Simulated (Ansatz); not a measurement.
System: Sr₂Ta₂O₇ (Cmc2₁, No. 36, 22 atoms in the cell; start mp-13664). Method: LDA (Ansatz, a quantum-chemistry and plane-wave program, plane waves, PAW).

Settings: plane-wave cutoff 520 eV, 10×10×6 k mesh (along the axes of the cell as run), Fermi–Dirac smearing 0.01 eV, scalar-relativistic PAW data made under PBE.

Cell (relaxed with PBEsol):

```
Sr2Ta2O7
1.0
    1.97381   -13.61728     0.00000
    1.97381    13.61728     0.00000
    0.00000     0.00000     5.67602
Sr Ta O
4 4 14
Cartesian
  1.97381   1.46060   1.33808
  1.97381  -1.46060   4.17609
  1.97381   5.84024   4.26325
  1.97381  -5.84024   1.42524
  1.97381 -12.12530   4.19552
  1.97381  12.12530   1.35751
  1.97381  -9.27095   1.38302
  1.97381   9.27095   4.22103
  1.97381   7.95049   2.89677
  1.97381  -7.95049   0.05876
  1.97381  10.85159   2.76191
  1.97381 -10.85159   5.59992
  1.97381  -4.06159   4.19544
  1.97381   4.06159   1.35744
  1.97381  -1.27275   1.34570
  1.97381   1.27275   4.18371
  1.97381  13.55073   2.83337
  1.97381 -13.55073   5.67138
  1.97381 -10.97748   2.66142
  1.97381  10.97748   5.49943
  1.97381  -8.03402   2.77772
  1.97381   8.03402   5.61573
```

**Question.** Predict the band gap.

**Answer.** 
- band gap: 2.91 eV

Note: cell and atoms aren't relaxed at this level (pressure -4.6 GPa).

Spin–orbit coupling is not included.

Static lattice: no zero-point or thermal effects.

Computing time: around 14 core-minutes (rough).

A start named mp-… is a Materials Project structure, which need not be a measured phase.
